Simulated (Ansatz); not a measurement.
Structures of equal composition on the (111) surface of diamond (C plane on top): (√3x√3)R30° B adatom at H3; (√3x√3)R30° B adatom at T4. The slabs share one bottom face, and each structure is named by its start. These are constructed structures in small cells; real faces may alloy, dewet or reconstruct in larger ones, and not all known structures of the face are among them. Slabs of about 10 Å, Fermi-Dirac smearing of 0.025 eV. Bottom of the slabs: H caps. Relaxed from the named starts with such symmetry as they have, on meshes of like density; energies extrapolated to zero smearing; spin only where a row says so; no spin-orbit coupling, no U. Brackets mark spin-polarised runs, whose order is one that fits the cell. Where a second, spin-polarised start was run, the lower counts.

Computed with HSE06, at the PBE geometry (plane waves to 420 eV, PAW; Ansatz, a quantum-chemistry and plane-wave program).

Problem. Rank these by energy per 1x1 cell (lowest first), as HSE06, at the PBE geometry gives it.

Solution. (√3x√3)R30° B adatom at T4 (0.000 eV), (√3x√3)R30° B adatom at H3 (0.531 eV)
